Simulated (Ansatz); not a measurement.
We consider WC (Fm-3m, No. 225, 2 atoms in the cell; start mp-13136; another space group than a measured phase of this formula), described by LDA (Ansatz, an electronic-structure program, plane waves, PAW).

From the output:

```
WARN output.stress: scf.convergence.dr2_threshold = 1e-7 eV (the SCF's general default) is looser than the 2e-10 eV advised for a printed stress (1e-10 eV for …
Relaxation: its limit of steps is 80 (relax.max_steps)
Crystal: 2 atoms, lattice volume = 20.594 Å³
Basis set: ecut = 520 eV, 537 PW (Γ), exchange–correlation on 48×48×48 points (8 copies of the dense FFT grid, shifted against one another)
Bands: 13, of which v1, the nominal top of the filled ones, is band 9 counted from 1 (8 counted from 0)
Symmetry: 48 space group operations
Space group: Fm-3m (ITA 225), of the structure as read, at distance tolerance 2.7e-5 Å
k-points: 328 of 10648
Functional: x = slater, c = lda
SCF iter   1: F=—  HF=-10372.434673 eV  |F-HF|=—  |Δ(HF+E_count)|=         —  Δρ=6.29e-3  dr2=5.21e-3
SCF iter   2: F=—  HF=-10372.434281 eV  |F-HF|=—  |Δ(HF+E_count)|=   3.92e-4  Δρ=4.12e-3  dr2=2.93e-3
  ...
SCF iter   5: F=-10372.433792 eV  HF=-10372.433792 eV  |F-HF|=2.68e-8  |Δ(HF+E_count)|=   1.70e-6  Δρ=2.37e-5  dr2=5.01e-8
SCF iter   6: F=-10372.433792 eV  HF=-10372.433792 eV  |F-HF|=1.06e-10  |Δ(HF+E_count)|=   1.49e-8  Δρ=2.17e-6  dr2=2.83e-10
SCF 1 converged in 6 iterations: F = -10372.433792 eV  dr2 = 2.83e-10
relax step   1: F+E_penalty+E_count = -10372.43379232 eV  Δ(F+E_penalty+E_count) = +0.000e0 eV  max|allowed force component| = 2.393e-29 eV/Å  Δτ_max = 0.0000 Å  (6 SCF iters, accepted)
SCF converged after 6 iterations
Free energy (F): -10372.433792 eV
Internal energy: -10372.425090 eV  (E = F + TS)
E sigma→0 (E₀):  -10372.429441 eV
Fermi energy:    21.980684 eV
--- Forces (eV/Å), atoms counted from 1 ---
  atom   1  W     -0.00000000     0.00000000    -0.00000000
  atom   2  C      0.00000000    -0.00000000     0.00000000
--- Stress (GPa, compression-positive) ---
       -7.686654       0.000000      -0.000000
        0.000000      -7.686654       0.000000
        0.000000      -0.000000      -7.686654
  P = ⅓ Tr σ = -7.6867 GPa (-76.867 kbar)
```

Q: Write an input file that could have produced this run (the log leaves some choices open).

A: This is not unique; one that fits is 
Ansatz 0.2 input:
```yaml
crystal:
  lattice:
    - [0.0, 2.1755572186, 2.1755572186]
    - [2.1755572186, 0.0, 2.1755572186]
    - [2.1755572186, 2.1755572186, 0.0]
  atoms:
    - { symbol: W, position: [0.0, 0.0, 0.0] }
    - { symbol: C, position: [0.5, 0.5, 0.5] }
basis:
  ecutwfc: 520
  ecutrho_ratio: 4
  xc_grid: 2
kpoints:
  mp_grid: { grid: [22, 22, 22] }
hamiltonian:
  xc: lda
  dispersion: none
  pseudopotentials: { kind: paw }
scf:
  occupations: { method: fermi_dirac, width: 0.05 }
output:
  forces: true
  stress: true
  eigenvalues: true
relax:
  f_tol: 0.004
  escape_saddle: false
  max_steps: 80
```

The cell is one volume of an energy–volume scan, off the minimum.

The PAW data were made under PBE.

Note: the run has no spin polarisation, so it can have missed a magnetic state. Note: the relaxation could not lower the start's symmetry, so the cell can be a saddle point above a distorted one.

The result took very roughly 8 core-seconds.

A start named mp-… is a Materials Project structure, which need not be a measured phase.
